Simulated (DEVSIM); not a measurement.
Structure: Pd/SiON/p-Si capacitor, at 300 K.

| layer (left to right) | material | thickness (nm) | Na (cm⁻³) |
|---|---|---|---|
| 1 | SiON | 24.0 | - |
| 2 | Si | 3800 | 1.2e15 |

Metal gate on the left, work function 5.2 eV. Fixed charge at the semiconductor interface 0 cm⁻² (in units of +e); no interface traps.

This is a model device: material constants are rounded textbook-type values typed into the input, and sizes, dopings and lifetimes were drawn at random. Values at 300 K.

```
parameter      SiON       Si
-------------  ----  -------
gap (eV)          7    1.124
affinity (eV)   1.4     4.05
permittivity    5.5     11.7
Nc (cm⁻³)         -  2.86e19
Nv (cm⁻³)         -   3.1e19
```

Simulated with DEVSIM: 1D Poisson equation in equilibrium, Boltzmann statistics, complete ionisation; no quantum confinement or tunnelling. Metal contacts follow the ideal Schottky-Mott rule: no Fermi-level pinning, no interface dipoles.

Question: Tabulate band edges, carrier densities and field at 0.9 V on the gate.

Answer: Energies count from the Fermi level of the right contact; mesh points crowd at the junctions.

```tsv
x (μm)	Ec (eV)	Ev (eV)	n (cm⁻³)	p (cm⁻³)	field (V/cm)
0.000	2.900	-4.100	< 1e2	< 1e2	29000
0.001564	2.905	-4.095	< 1e2	< 1e2	29000
0.004837	2.914	-4.086	< 1e2	< 1e2	29000
0.01200	2.935	-4.065	< 1e2	< 1e2	29000
0.02073	2.961	-4.039	< 1e2	< 1e2	29000
0.02317	2.968	-4.032	< 1e2	< 1e2	29000
0.02441	0.321	-0.803	1.1e14	1000000	14000
0.02782	0.326	-0.798	9.5e13	1200000	14000
0.03486	0.336	-0.788	6.6e13	1800000	14000
0.05185	0.359	-0.765	2.7e13	4300000	13000
0.09285	0.412	-0.712	3.5e12	3.3e7	13000
0.2444	0.580	-0.544	5.1e9	2.3e10	9700
0.5574	0.794	-0.330	1300000	9.0e13	4000
1.270	0.861	-0.263	98000	1.2e15	21
2.923	0.861	-0.263	97000	1.2e15	≈ 0
3.438	0.861	-0.263	97000	1.2e15	≈ 0
3.665	0.861	-0.263	97000	1.2e15	≈ 0
3.759	0.861	-0.263	97000	1.2e15	≈ 0
3.804	0.861	-0.263	97000	1.2e15	≈ 0
3.817	0.861	-0.263	97000	1.2e15	≈ 0
3.822	0.861	-0.263	97000	1.2e15	≈ 0
3.824	0.861	-0.263	97000	1.2e15	≈ 0
```
